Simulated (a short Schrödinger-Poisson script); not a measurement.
Stack: gated Al0.3Ga0.7N/GaN polarisation-induced gas, at 300 K.

```tsv
layer	material	thickness (nm)	Na (cm⁻³)
1	Al0.3Ga0.7N	15	-
2	GaN	6000	9e14
```

Constants are typed, rounded textbook-type inputs, not results; the design itself was drawn at random and stands for no fabricated device. Al0.3Ga0.7N: permittivity 9.32, conduction-band edge (eV) 0.414, gap (eV) 4.021, electron mass (mₑ) 0.236, Nv at 300 K (cm⁻³) 4.6e19. GaN: permittivity 9.5, conduction-band edge (eV) 0, gap (eV) 3.43, Nv at 300 K (cm⁻³) 4.6e19.

Channel valleys (confinement mass, in-plane density-of-states mass, number): Γ 0.2, 0.2, 1. At the gate the conduction-band edge of layer 1 lies 1.23 eV − eVg above the Fermi level of the channel; the field vanishes at the back. Sheet of polarisation charge: +1.5e13 e/cm² at 15 nm from the gate. The barrier under the gate holds no holes. Gaps are held at their typed values at every temperature. Mesh 0.08 nm at interfaces.

Solved with a short Schrödinger-Poisson script written for these runs: 1D Poisson equation in equilibrium, electrons quantum, Hartree (BenDaniel-Duke, 40 states a valley, the channel's in-plane mass for all, wave functions free to enter the barrier), parabolic valleys, classical holes, full ionisation, no traps, pinning or gate leakage.

The same stack at other levels of the model or other numerical settings:

```
run                                                                  sheet density of all electrons at Vg = 0.5 V (cm⁻²)  sheet density of all electrons at Vg = -2 V (cm⁻²)  capacitance at Vg = 0.5 V (μF/cm²)  centroid of the channel electrons at Vg = 0.5 V (nm)  rough cost against the base
-------------------------------------------------------------------  ---------------------------------------------------  --------------------------------------------------  ----------------------------------  ----------------------------------------------------  ---------------------------
base                                                                                                             1.24e13                                             4.45e12                               0.525                                                  2.02                      about 1
electrons treated as classical, Boltzmann                                                                        1.32e13                                             4.82e12                               0.541                                                  0.80                         0.02
electrons treated as classical, Fermi-Dirac                                                                      1.24e13                                             4.57e12                               0.511                                                  1.77                          0.1
electrons treated as quantum, Hartree plus LDA exchange-correlation                                              1.26e13                                             4.55e12                               0.526                                                  1.83                            2
mesh six times as coarse                                                                                         1.24e13                                             4.44e12                               0.525                                                  1.94                          0.3
one subband a valley                                                                                             1.24e13                                             4.42e12                               0.521                                                  1.44                          0.5
```

The classical rows ignore confinement, and Boltzmann statistics overrate the density once the band edge passes the Fermi level.
